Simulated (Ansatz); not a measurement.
Worked example: self-consistent single point of CaMgNi4 (R3m, 6 atoms in the cell) in Ansatz (an electronic-structure program).

Method of the run: LDA (PW92), default PAW files made with PBE (plane waves; Ansatz).

```
CaMgNi4
1.0
    0.00000     3.48248     3.48248
    3.48248     0.00000     3.48248
    3.48248     3.48248     0.00000
Ca Mg Ni
1 1 4
Direct
  0.50414   0.50414   0.50414
  0.75000   0.75000   0.75000
  0.12406   0.12406   0.12406
  0.62782   0.12406   0.12406
  0.12406   0.12406   0.62782
  0.12406   0.62782   0.12406
```
Moments meant for the start (each program seeds them in its own way; μB, in the order of the atoms Ca Mg Ni Ni Ni Ni): 0.0 0.0 2.0 2.0 2.0 2.0.

Reference input (self-consistent single point, DFT, LDA (PW92), plane waves, default PAW files made with PBE): basis.ecutwfc = 420 eV; kpoints.mp_grid.grid = 4 4 4; hamiltonian.xc = lda; hamiltonian.pseudopotentials = {kind: paw} (the program's default PAW files); magnetization.spin_polarized = true; scf.occupations.method = fermi_dirac; scf.occupations.width = 0.1 eV. This run's input differs from it in these lines:

Ansatz 0.2 input:
```diff
@@ -14,3 +14,3 @@
 basis:
-  ecutwfc: 420.0
+  ecutwfc: 295.0
 kpoints:
```

Output, abridged:

```
SCF iter   1: F=—  HF=-26769.185499 eV  |F-HF|=—  |Δ(HF+E_count)|=         —  Δρ=2.09e-1 (↑2.09e-1 ↓8.27e-2)  dr2=1.25e1  dr2_m=1.56e1  M=1.957 μB ∫|m|=2.413 μB  β_m=0.30  ethr=3.10e-3  ⟨swp⟩=8.3  Hψ=6639  notcnv=0  defer=13
Mixer restart at iter 1: flushing history
all-band conjugate gradients solve this SCF's bands
preconditioner: auto → Kerker (q_TF=auto, 2.767 Å⁻¹)
   [... lines left out ...]
SCF iter  14: F=—  HF=-26767.456590 eV  |F-HF|=—  |Δ(HF+E_count)|=   2.08e-8  Δρ=1.52e-6 (↑1.12e-6 ↓1.52e-6)  dr2=3.09e-9  dr2_m=7.33e-11  M=-0.000 μB ∫|m|=0.000 μB  β_m=0.98  ethr=4.84e-10  ⟨swp⟩=2.0  Hψ=1885  notcnv=0  defer=140
SCF iter  15: F=-26767.456590 eV  HF=-26767.456590 eV  |F-HF|=5.91e-8  |Δ(HF+E_count)|=   5.28e-9  Δρ=4.63e-6 (↑4.63e-6 ↓4.61e-6)  dr2=6.22e-8  dr2_m=6.90e-12  M=-0.000 μB ∫|m|=0.000 μB  ethr=3.36e-12  ⟨swp⟩=6.8  Hψ=5897  notcnv=0
SCF 1 converged in 15 iterations: F = -26767.456590 eV  dr2 = 6.22e-8
WARN: the starting moments were not kept: the SCF closed with an absolute magnetisation of 1.0e-5 μB, where they sum to 8 μB in size (4 sites) …
Magnetization: -0.0000 μB (46.0000 up, 46.0000 down)
   [... lines left out ...]
Absolute magnetization: 0.0000 μB (∫|ρ↑−ρ↓|, with the PAW one-centre terms)
Free energy (F): -26767.456590 eV
Fermi energy:    12.891369 eV
   [... lines left out ...]
  atom   6  Ni     0.00618819     0.07882236     0.00618819
--- Stress (GPa, compression-positive) ---
       -5.690159       0.132097       0.132097
        0.132097      -5.690159       0.132097
        0.132097       0.132097      -5.690159
  P = ⅓ Tr σ = -5.6902 GPa (-56.902 kbar)
  The stress holds the Pulay correction. Without it, at fixed plane waves, as pw.x and ABINIT print it: P = -34.0558 GPa
```

The run converged in 15 iterations. Against the reference run the free energy rises by 277 meV/atom, the pressure goes from -7.69 to -5.69 GPa and the largest force goes from 0.347 to 0.327 eV/Å.

The starting cell comes from a database of computed structures (which also holds hypothetical and non-ambient phases and stackings), without a prior relaxation at this level. Its lattice was rescaled by up to half a per cent. One atom was moved a little off its site on purpose. The starting moments vanished: the run ended non-magnetic, which need not be the lowest state. The program warned that a starting moment was not kept. Ansatz's pressure includes its estimate of the finite-basis (Pulay) stress. Without the estimate this run gives -34.06 GPa. The cutoff lies below the one recommended for these files.
